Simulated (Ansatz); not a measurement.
**What pressure −1 GPa does to Bi2SiO5**

Take Bi$_{2}$SiO$_{5}$ (space group Cmc2_1, No. 36; a = 15.169 Å, b = 5.481 Å, c = 5.327 Å; a cell from a computed database, its experimental status unchecked) as the base.

The change: hydrostatic tension (pressure −1 GPa).

Level of theory: PBEsol (Ansatz, a quantum-chemistry and plane-wave program, PAW, no spin-orbit coupling). Settings: 5×5×5 k-points, 0.05 eV Fermi–Dirac smearing.

```tsv
quantity	base	changed	shift
volume per atom	13.84 Å³	14.04 Å³	+0.20 Å³
density	7.89 g/cm³	7.77 g/cm³	-0.115 g/cm³
shortest interatomic distance	1.616 Å	1.619 Å	+0.003 Å
enthalpy H = E + PV relative to the base's energy	–	-0.09 eV/atom	–
band gap	2.70 eV	2.72 eV	+0.012 eV
width of the top valence band	0.53 eV	0.51 eV	-0.02 eV
valence-band top at Γ (three highest levels, from the VBM)	0.00, -0.47, -0.60 eV	0.00, -0.49, -0.58 eV	–
valley order (the lowest conduction-band minima on the path, energy above the VBM, named in the base's zone)	Y (1/2, 1/2, 0) 2.70 eV; Γ 2.73 eV; S (0, 1/2, 0) 3.74 eV; Z (0, 0, 1/2) 3.76 eV	Γ 2.72 eV; Y (1/2, 1/2, 0) 2.72 eV; S (0, 1/2, 0) 3.72 eV	–
```

Final structure:

```
CELL_PARAMETERS angstrom
      7.62635    -2.75026     0.00000
      7.62635     2.75026     0.00000
      0.00000     0.00000     5.35667
ATOMIC_POSITIONS crystal
  Si 0.67810 0.32190 0.80495
  Si 0.32190 0.67810 0.30495
  Bi 0.61449 0.05396 0.23873
  Bi 0.38551 0.94604 0.73873
  Bi 0.94604 0.38551 0.23873
  Bi 0.05396 0.61449 0.73873
  O  0.26100 0.23952 0.01231
  O  0.73900 0.76048 0.51231
  O  0.76048 0.73900 0.01231
  O  0.23952 0.26100 0.51231
  O  0.73482 0.08242 0.82713
  O  0.26518 0.91758 0.32713
  O  0.91758 0.26518 0.82713
  O  0.08242 0.73482 0.32713
  O  0.47397 0.52603 0.03668
  O  0.52603 0.47397 0.53668
```

Cost of the whole job for the changed cell (relaxation, final SCF and bands): about 11 core-minutes (a rough figure).

Spin-orbit coupling, missing from the scalar runs, can matter with Bi. Load acts through the strain it causes; cell and atoms are relaxed under it. No phonon test of stability was made.
